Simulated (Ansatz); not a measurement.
Base system: Zr in the hcp (Mg type) structure (space group P6_3/mmc, No. 194; a = 3.244 Å, c = 5.158 Å; relaxed with 0.1 eV smearing). Axes: x lies along a and z along c of the hexagonal cell.

Computed with DFT with r2SCAN, PAW potentials and a 500 eV plane-wave cutoff in Ansatz (an electronic-structure program), no spin-orbit coupling.

For the base:

| Quantity | Result |
|---|---|
| Pressure | 0.0 GPa |

The change: tensile biaxial strain of 4.99 % in the plane normal to [001], as in epitaxy on a mismatched substrate; the out-of-plane cell vector and the atoms relax.

Q: Predict the new pressure.

A: The pressure (mean of the normal stresses, compression positive) goes from zero to -4.9 GPa.

Q: Estimate the effect on the ratio −ε⊥/ε∥.

A: The ratio −ε⊥/ε∥ is 0.71.

No phonon test of stability was made. The final runs are not spin-polarised.
